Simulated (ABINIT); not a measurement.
**Convergence study of the plane-wave cutoff for Ag (Fm-3m, 1 atom in the cell)**

```
Ag
1.0
    0.00000     2.05523     2.05523
    2.05523     0.00000     2.05523
    2.05523     2.05523     0.00000
Ag
1
Cartesian
  0.00000   0.00000   0.00000
```

Method: PBE, PAW (JTH v2.0 PBE PAW) (plane waves; ABINIT 10.0.3).

Base settings: pseudos = [Ag.GGA_PBE-JTH.xml]; ecut = 40 Ry; pawecutdg = 80 Ry; ixc = 11; occopt = 3; tsmear = 0.00367493 Ha; ngkpt = 5 5 5; nshiftk = 1; shiftk = 0 0 0; potentials = JTH v2.0 PBE PAW.

Moved along: pawecutdg.

The second cell is the first with its lattice scaled by 0.98.

The mesh stays at the base's, so the ladder's end is converged at best in this setting alone.

Only quantities that move along the ladder and can be compared are tabulated.

These are the values that this program gave, and no reference: the one-centre exchange-correlation terms come from a truncated expansion.

The count of work is k-points × plane waves × bands × iterations; it is no time. 

The starting cell has typed, rounded lattice constants, without a prior relaxation at this level. Its lattice was rescaled by up to half a per cent. Without a gap this mesh is coarse (it stands for a supercell whose shortest vector is 15 Å).

```csv
ecut,free energy less the last step's (meV/atom),energy of the compressed cell less the first (meV/atom),pressure (GPa),count of work / last
14 Ry,6514.49,295.65,-272.26,0.057
16 Ry,2288.41,30.33,-118.44,0.072
18 Ry,769.87,-17.87,-48.77,0.083
20 Ry,197.70,46.65,-14.84,0.099
22 Ry,49.44,37.56,-2.41,0.11
24 Ry,20.54,35.50,1.41,0.13
28 Ry,18.10,35.28,1.77,0.16
32 Ry,11.75,35.19,1.70,0.19
36 Ry,9.58,35.14,1.95,0.23
40 Ry,9.49,35.12,1.90,0.24
44 Ry,7.63,35.02,1.77,0.28
48 Ry,5.15,35.01,1.78,0.36
54 Ry,3.76,34.97,1.92,0.43
60 Ry,3.62,34.97,1.89,0.50
70 Ry,1.64,34.92,1.83,0.69
80 Ry,0.56,34.94,1.92,0.76
96 Ry,0.00,34.95,1.88,1.0
```

Coarsest ecut that holds the free energy within 2 meV/atom of the last step, with all finer ones: 70 Ry; the step before is off by 3.6 meV/atom.

Coarsest ecut that holds the energy of the compressed cell less the first within 0.2 meV/atom of the last step, with all finer ones: 36 Ry, at 0.23 of the last step's count of work; the step before is off by 0.24 meV/atom.

Coarsest ecut that holds the pressure within 1 GPa of the last step, with all finer ones: 24 Ry, at 0.13 of the last step's count of work; the step before is off by 4.3 GPa.

The energy difference between the two cells stays within 1 meV/atom of the last step's from 24 Ry on, the total only from 80 Ry on: much of the error is common to both cells and cancels.

Two neighbours can agree and both be off: 36 Ry and 40 Ry differ by 0.09 meV/atom in the free energy, yet lie about 9.5 meV/atom from the last step.

At the lowest cutoff the pressure lies 274 GPa under the last step's, the usual sign of Pulay stress in an incomplete plane-wave basis.
